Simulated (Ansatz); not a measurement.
Phonon-limited resistivity of BeNi (Pm-3m) against temperature in μΩ·cm, PBEsol, DFPT electron-phonon coupling, linearised Boltzmann equation (Ansatz, an electronic-structure program), harmonic crystal at a fixed cell.

| T | ρ |
|---|---|
| 50 K | 0.076 |
| 77 K | 0.41 |
| 100 K | 0.89 |
| 150 K | [?] |
| 200 K | 3.7 |
| 250 K | 5.2 |
| 273 K | 5.9 |
| 300 K | 6.6 |
| 350 K | 8.0 |
| 400 K | [?] |
| 500 K | 11.8 |
| 600 K | [?] |
| 800 K | 18.0 |

**Question.** What belongs in the gaps?

**Answer.** 
- 150 K, ρ: 2.2
- 400 K, ρ: 9.3
- 600 K, ρ: 14.0

A metal at this level (no band gap). Only scattering by harmonic phonons is included (no impurities, grain boundaries, electron-electron scattering or thermal expansion). Spin-orbit coupling is left out. Halving the electron mesh (32x32x32) moves the resistivity by up to 10 %. Smearing 0.20 eV; phonons on a 5x5x5 q mesh, which this run doesn't test and which matters most at low temperature.

Computed structure, not matched to a measured one here, so possibly hypothetical: BeNi (Pm-3m). Treated as nonmagnetic (a ferromagnetic start lost its moment, other orders weren't tried): BeNi (Pm-3m).
